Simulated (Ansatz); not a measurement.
Convergence series on CdIn3 (Fm-3m, 4 atoms in the cell)

```
CELL_PARAMETERS angstrom
      0.00000     3.72740     3.72740
      3.72740     0.00000     3.72740
      3.72740     3.72740     0.00000
ATOMIC_POSITIONS crystal
  Cd 0.00000 0.00000 0.00000
  In 0.25000 0.25000 0.25000
  In 0.75000 0.75000 0.75000
  In 0.50000 0.50000 0.50000
```

Level of theory: LDA (PW92), default PAW files made with PBE (plane waves; Ansatz, a first-principles code).

The starting cell comes from a database of computed structures (which also holds hypothetical and non-ambient phases and stackings), without a prior relaxation at this level. Its lattice was rescaled by a random factor within 2.5 % of one. In the base run, with a pressure of about -3 GPa the cell is away from its equilibrium volume at this level. Ansatz's pressure includes its estimate of the finite-basis (Pulay) stress.

Held fixed: kpoints.mp_grid.grid = 10 10 10; hamiltonian.xc = lda; hamiltonian.pseudopotentials = {kind: paw} (the program's default PAW files); scf.occupations.method = fermi_dirac; scf.occupations.width = 0.0037 Ry.

ΔF is the free energy per atom less that of the last row (61.7 Ry).

The first pressure column holds Ansatz's estimate of the finite-basis (Pulay) stress, which hides part of the cutoff error; the other is without it.

```tsv
basis.ecutwfc	ΔF (meV/atom)	pressure (GPa)	pressure at a fixed set of plane waves (GPa)	plane waves	iterations
12.5 Ry	29446.1	-2.45	-771.47	531	8
15.4 Ry	6215.0	-4.48	-222.35	725	8
18.4 Ry	1080.1	-3.34	-54.45	941	7
21.7 Ry	?	-3.32	-10.87	1243	6
24.6 Ry	?	-3.28	-4.16	1459	6
27.9 Ry	1.73	-3.29	-3.31	1807	6
30.9 Ry	1.33	-3.29	-3.32	2085	6
35.6 Ry	0.82	-3.30	-3.30	2445	6
40.1 Ry	0.65	-3.30	-3.31	2975	6
46.3 Ry	0.20	-3.30	-3.31	3719	6
54 Ry	0.05	-3.30	-3.30	4645	6
61.7 Ry	0.00	-3.30	-3.30	5769	6
```

Question: Some entries are withheld; supply them.

Answer: 
- 21.7 Ry, ΔF (meV/atom): 111.1
- 24.6 Ry, ΔF (meV/atom): 10.0

Keys are those of Ansatz 0.2.
